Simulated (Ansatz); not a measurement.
The structure below was relaxed with DFT with r2SCAN, PAW potentials and a 500 eV plane-wave cutoff in Ansatz (an electronic-structure program), no SOC.

```
CELL_PARAMETERS angstrom
     -3.35270     3.48003     3.48551
      3.35270    -3.48003     3.48551
      3.35270     3.48003    -3.48551
ATOMIC_POSITIONS crystal
  Pb 0.00000 0.74902 0.74902
  Pb 0.00000 0.25098 0.25098
  Pb 0.50000 0.00000 0.50000
  Sn 0.50000 0.50000 0.00000
  O  0.68903 0.44975 0.76071
  O  0.68903 0.92832 0.23929
  O  0.80543 0.00000 0.80543
  O  0.80027 0.50000 0.30027
  O  0.19457 0.00000 0.19457
  O  0.19973 0.50000 0.69973
  O  0.31097 0.07168 0.76071
  O  0.31097 0.55025 0.23929
```

Q: Find the space group and the Wyckoff positions.

A: Space group Immm (No. 71); a = 6.7054 Å, b = 6.9601 Å, c = 6.9710 Å, α = β = γ = 90.00°

```csv
atom,site,symmetry,x,y,z
Pb,4e,2mm,0.2510,0.0000,0.0000
Pb,2d,mmm,0.0000,0.5000,0.0000
Sn,2c,mmm,0.0000,0.0000,0.5000
O,8m,.m.,0.2393,0.0000,0.3110
O,4g,m2m,0.0000,0.1946,0.0000
O,4h,m2m,0.5000,0.1997,0.0000
```

These are small ordered cells, not random alloys; other orderings at the same x differ. No phonon test of stability was made. The final runs are not spin-polarised. The cell was made from SnO2 by this change: x(Pb) = 0.75, 12 atoms, Immm.
